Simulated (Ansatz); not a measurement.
# CsPbCl3 (Amm2, No. 38, 10 atoms in the cell; start mp-1539667)

These are LDA (Ansatz, a program for electronic structure, plane waves, PAW) values and carry that method's errors.

Settings: plane-wave cutoff 520 eV, 6×4×4 k mesh (along the axes of the cell as run), Fermi–Dirac smearing 0.01 eV, scalar-relativistic PAW data made under PBE.

Cell (relaxed at this level):

```
CsPbCl3
1.0
    5.61898     0.00000     0.00000
    0.00000     5.36815     5.38744
    0.00000    -5.36815     5.38744
Cs Pb Cl
2 2 6
Cartesian
  2.80949   0.00000   5.58588
  2.80949   0.00000  -0.25774
  0.00000   2.62634   2.76505
  0.00000  -2.62634   2.76505
  0.00000  -3.43376   5.44491
  0.00000   3.43376   5.44491
  2.80949  -2.71561   2.73181
  2.80949   2.71561   2.73181
  0.00000   0.00000   7.57177
  0.00000   0.00000   3.70465
```

```yaml
band_gap: 1.92 eV
"Γ–Γ gap": 3.52 eV
```

Spin–orbit coupling is not included; with these elements it can move the gap by several tenths of an eV or more.

Static lattice: no zero-point or thermal effects.

The result took around 90 core-seconds (rough).

A start named mp-… is a Materials Project structure, which need not be a measured phase.
